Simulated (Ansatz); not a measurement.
Method: PBE (plane waves to 420 eV, PAW; Ansatz, a quantum-chemistry and plane-wave program).

Plane-averaged electrostatic potential energy along the normal, in eV from the highest filled level, for a constructed model of the (0001) surface of wurtzite CdSe, Cd-terminated, 2x2 Se adatom at H3 (bottom of the slab: 2 H on 4 bottom sites):

```
z (Å)  V (eV)
-----  ------
4.24     5.16
4.52     5.16
4.80     5.16
5.08     5.16
5.37     5.16
5.65     5.16
5.93     5.16
6.21     5.16
6.50     5.15
6.78     5.15
7.06     5.13
7.34     5.09
7.63     5.01
7.91     4.82
8.19     4.35
8.47     3.31
8.75     2.27
9.04     1.38
9.32    -0.20
9.60    -1.80
9.88    -3.65
10.17   -4.72
10.45   -4.74
10.73   -3.87
11.01   -1.84
11.30    0.34
11.58    2.48
11.86    3.56
12.14    3.62
12.43    2.30
12.71    0.27
12.99   -1.01
13.27   -2.53
13.56   -4.37
13.84   -5.31
14.12   -4.36
14.40   -2.58
14.69   -0.77
14.97    1.36
15.25    3.17
15.53    3.82
15.81    3.46
16.10    1.59
16.38   -0.26
16.66   -1.72
16.94   -3.36
17.23   -4.57
17.51   -4.74
17.79   -3.11
18.07   -1.47
18.36    0.25
18.64    1.95
18.92    2.91
19.20    3.12
19.49    1.85
19.77    0.26
20.05   -0.86
20.33   -1.99
20.62   -2.95
20.90   -3.51
21.18   -2.84
21.46   -2.19
21.75   -1.23
22.03    0.22
22.31    1.51
22.59    2.57
22.88    3.16
23.16    3.53
23.44    3.83
23.72    4.20
24.00    4.79
24.29    5.20
24.57    5.38
24.85    5.45
25.13    5.49
25.42    5.51
25.70    5.51
25.98    5.52
26.26    5.52
26.55    5.52
26.83    5.52
27.11    5.52
27.39    5.52
```

Slab: 35 atoms, 14.2 Å thick at the start with caps and adatoms; k 3x3x1, smearing 0.025 eV, dipole-corrected; 8 atoms held, the rest relaxed; symmetry of the start imposed; no spin, no spin-orbit, no U. In PBE it is, or lies within 0.01 eV a 1x1 cell of, the lowest of the 3 structures of its composition computed so far; subsurface sites and larger cells were not tried.

### Question
The surface cell has an area of 66.54 Å². What dipole along the normal does the step between the two vacuum levels imply?

### Answer
the top vacuum level lies 0.36 eV above the bottom one; p = −ε₀ A ΔV (ε₀ = 0.005526 e/(V·Å)) gives -0.13 e·Å a cell.
